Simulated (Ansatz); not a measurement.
**A computed series for HfN: thickness series**

Base system: HfN in the rock salt structure (space group Fm-3m, No. 225).

```xyz
2
Lattice="0.0000 2.2627 2.2627 2.2627 0.0000 2.2627 2.2627 2.2627 0.0000" Properties=species:S:1:pos:R:3 pbc="T T T"
N      0.0000     0.0000     0.0000
Hf     2.2627     2.2627     2.2627
```

Cartesian axes are those of the cell as printed.

Free-standing slabs (2 atom(s) a layer) normal to the z axis with 15 Å of vacuum; in-plane cell held at bulk.

All numbers come from r2SCAN in Ansatz (plane waves to 500 eV, PAW, scalar-relativistic without spin-orbit coupling).

Notes on the quantities. excess energy per area of both faces: slab less bulk energy over the cell's area: twice a surface energy; uncertain by up to 0.2 J/m²; layer's space group: with vacuum.

| case | excess energy per area of both faces | thickness between the outermost nuclei | shortest interatomic distance | layer's space group |
|---|---|---|---|---|
| base | – | – | 2.263 Å | – |
| 1 layer | – | – | 2.263 Å | P4/mmm (No. 123) |
| 2 layers | 3.3 J/m² | 2.35 Å | 2.229 Å | P4/nmm (No. 129) |
| 3 layers | 3.2 J/m² | 4.72 Å | 2.129 Å | P4/mmm (No. 123) |
| 4 layers | 3.4 J/m² | 6.85 Å | 2.082 Å | P4/nmm (No. 129) |
| 5 layers | 3.3 J/m² | 9.24 Å | 2.168 Å | P4/mmm (No. 123) |
| 6 layers | 3.2 J/m² | 11.46 Å | 2.107 Å | P4/nmm (No. 129) |
| 7 layers | 3.3 J/m² | 13.72 Å | 2.134 Å | P4/mmm (No. 123) |

Slab and bulk use different k-meshes, which limits the precision of the excess energy. Whether these cells are dynamically stable was not tested. The final runs are not spin-polarised. An odd electron count without spin: HfN.

Ansatz is a quantum-chemistry and plane-wave program.
